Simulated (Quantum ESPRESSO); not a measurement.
# How a calculation on P (Pm, 10 atoms in the cell) responds to its settings

```xyz
10
Lattice="5.6351 0.0000 0.0000 0.0000 19.6324 0.0000 -1.6004 0.0000 6.1198" Properties=species:S:1:pos:R:3 pbc="T T T"
P     -0.2820     8.1005     4.2202
P     -0.2820    11.5319     4.2202
P      0.3925     8.6966     2.2117
P      0.3925    10.9359     2.2117
P     -0.1809     9.8162     5.5861
P      2.5303    11.5221     2.0224
P      2.5303     8.1104     2.0224
P      3.2092    10.9549     4.0304
P      3.2092     8.6775     4.0304
P      3.2287     9.8162     0.7658
```

Base run A: LDA (PW92), PseudoDojo standard norm-conserving (LDA) pseudopotentials in Quantum ESPRESSO, self-consistent single point.

Its settings: ecutwfc = 50 Ry; occupations = smearing; smearing = fermi-dirac; degauss = 0.0036749 Ry; potentials = {P: P.upf}; K_POINTS = automatic 3 1 3 1 1 1; conv_thr = 1e-09 Ry.

The starting cell comes from a database of computed structures (which also holds hypothetical and non-ambient phases and stackings), without a prior relaxation at this level. The shifted mesh does not hold Γ, so a gap read on it misses any band edge there.

ΔF is the free energy per atom less that of run A. 

Run A gave: pressure (GPa) -0.54; largest force (eV/Å) 0.242; gap on the mesh (eV) 1.348.

Runs:
- B: lattice scaled by 0.97
- C: lattice scaled by 0.97; ecutwfc: 50 Ry → 30 Ry
- D: lattice scaled by 0.985
- E: lattice scaled by 0.985; ecutwfc: 50 Ry → 30 Ry
- F: lattice scaled by 1.015
- G: lattice scaled by 1.015; ecutwfc: 50 Ry → 30 Ry
- H: lattice scaled by 1.03
- I: lattice scaled by 1.03; ecutwfc: 50 Ry → 30 Ry
- J: ecutwfc: 50 Ry → 30 Ry

Problem. What does run G change against A?

Solution. The free energy goes up by 24.7 meV/atom, the pressure goes from -0.54 to -1.47 GPa, the largest force goes from 0.242 to 0.491 eV/Å and the gap on the mesh goes from 1.348 to 1.361 eV.

Problem. What does run D change against A?

Solution. The free energy is nearly the same (within 1 meV/atom), the pressure goes from -0.54 to 0.51 GPa, the largest force goes from 0.242 to 0.696 eV/Å and the gap on the mesh goes from 1.348 to 1.330 eV.

| run | ΔF (meV/atom) | pressure (GPa) | largest force (eV/Å) | gap on the mesh (eV) |
|---|---|---|---|---|
| A | 0.00 | -0.54 | 0.242 | 1.348 |
| B | 19.9 | 1.80 | 1.243 | 1.303 |
| C | 26.9 | 1.71 | 1.259 | 1.307 |
| D | -0.67 | 0.51 | 0.696 | 1.330 |
| E | 5.8 | 0.42 | 0.708 | 1.332 |
| F | 19.0 | -1.39 | 0.498 | 1.358 |
| G | 24.7 | -1.47 | 0.491 | 1.361 |
| H | 53.8 | -2.08 | 0.888 | 1.362 |
| I | 59.3 | -2.15 | 0.882 | 1.364 |
| J | 6.0 | -0.62 | 0.248 | 1.350 |
